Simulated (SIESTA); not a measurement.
Worked example: self-consistent single point of LaAlAu (Pnma, 12 atoms in the cell) in SIESTA.

Method: GGA PBEsol, numerical atomic orbitals DZP, PseudoDojo PBEsol standard norm-conserving potentials (rewritten from UPF to PSML) (SIESTA).

```xyz
12
Lattice="7.7803 0.0000 0.0000 0.0000 4.6957 0.0000 0.0000 0.0000 7.5478" Properties=species:S:1:pos:R:3 pbc="T T T"
La     7.6569     3.5218     5.1745
La     0.1234     1.1739     2.3733
La     4.0135     1.1739     1.4006
La     3.7667     3.5218     6.1472
Al     6.4462     3.5218     0.6461
Al     1.3341     1.1739     6.9017
Al     5.2242     1.1739     4.4200
Al     2.5561     3.5218     3.1278
Au     5.3425     3.5218     3.0750
Au     2.4378     1.1739     4.4728
Au     6.3279     1.1739     6.8489
Au     1.4523     3.5218     0.6989
```

Reference input (self-consistent single point, DFT, GGA PBEsol, numerical atomic orbitals DZP, PseudoDojo PBEsol standard norm-conserving potentials (rewritten from UPF to PSML)): XC.functional = GGA; XC.authors = PBEsol; potentials = PseudoDojo PBEsol standard; PAO.BasisSize = DZP; PAO.EnergyShift = 0.01 Ry; MeshCutoff = 300 Ry; kgrid.MonkhorstPack = 3 5 3; OccupationFunction = MP; OccupationMPOrder = 1; ElectronicTemperature = 272 meV; MaxSCFIterations = 150; SCF.Mixer.Method = Broyden. This run's input differs from it in these lines:

```diff
@@ -45,3 +45,3 @@
 OccupationMPOrder            1
-ElectronicTemperature        272.0 meV
+ElectronicTemperature        200.0 meV
```

Output (repeated stretches shortened):

```
        iscf     Eharris(eV)        E_KS(eV)     FreeEng(eV)     dDmax    Ef(eV) dHmax(eV)
   scf:    1   -19476.216508   -19928.208122   -19928.203824  1.544846 -3.028349 42.218427
   scf:    2   -20127.500560   -20116.985213   -20116.987480  0.632776 -3.993889  3.993084
   scf:    3   -20121.938961   -20119.910733   -20119.916559  0.063006 -4.022805  2.152936
   scf:    4   -20120.809481   -20120.623778   -20120.633310  0.068290 -4.086123  0.737064
   scf:    5   -20120.696715   -20120.702214   -20120.712927  0.029910 -4.126385  0.282279
   scf:    6   -20120.695034   -20120.716871   -20120.727497  0.017109 -4.144878  0.171025
   scf:    7   -20120.728420   -20120.725053   -20120.735715  0.003998 -4.145145  0.078894
   scf:    8   -20120.725586   -20120.725657   -20120.736328  0.001317 -4.146416  0.018457
   scf:    9   -20120.725535   -20120.725603   -20120.736266  0.000186 -4.147188  0.030962
   scf:   10   -20120.725756   -20120.725709   -20120.736364  0.000354 -4.147354  0.002652
   scf:   11   -20120.725716   -20120.725713   -20120.736367  0.000065 -4.147547  0.000332
SCF Convergence by DM+H criterion
max |DM_out - DM_in|         :     0.0000645305
max |H_out - H_in|      (eV) :     0.0003316073
SCF cycle converged after 11 iterations

Using DM_out to compute the final energy and forces

siesta: E_KS(eV) =           -20120.7257

siesta: E_KS - E_eggbox =    -20120.7257

siesta: Atomic forces (eV/Ang):
     1   -0.050096   -0.000000   -0.026571
     2    0.050096   -0.000000    0.026571
     3    0.050096   -0.000000   -0.026571
     4   -0.050096    0.000000    0.026571
     5    0.040473   -0.000000   -0.007104
     6   -0.040473    0.000000    0.007104
     7   -0.040473   -0.000000   -0.007104
     8    0.040473   -0.000000    0.007104
     9   -0.037065   -0.000000    0.003205
    10    0.037065    0.000000   -0.003205
    11    0.037065   -0.000000    0.003205
   [... lines left out ...]
siesta: FreeEng =    -20120.736367
   [... lines left out ...]
siesta:     0.014190   -0.000000    0.000000
siesta:    -0.000000    0.015226   -0.000000
siesta:     0.000000    0.000000    0.014352

siesta: Cell volume =        275.748867 Ang**3

siesta: Pressure (static):
siesta:                Solid            Molecule  Units
siesta:          -0.00015890         -0.00015770  Ry/Bohr**3
siesta:          -0.01458944         -0.01447958  eV/Ang**3
siesta:         -23.37486010        -23.19884140  kBar
```

The run converged in 11 iterations. Against the reference run the free energy is nearly the same (within 1 meV/atom), the pressure stays at -2.34 GPa and the largest force goes from 0.049 to 0.057 eV/Å.

The starting cell comes from a database of computed structures (which also holds hypothetical and non-ambient phases and stackings), without a prior relaxation at this level. Values carry the incompleteness of an atom-centred basis.

Cost on one core of a shared machine: roughly 90 s.
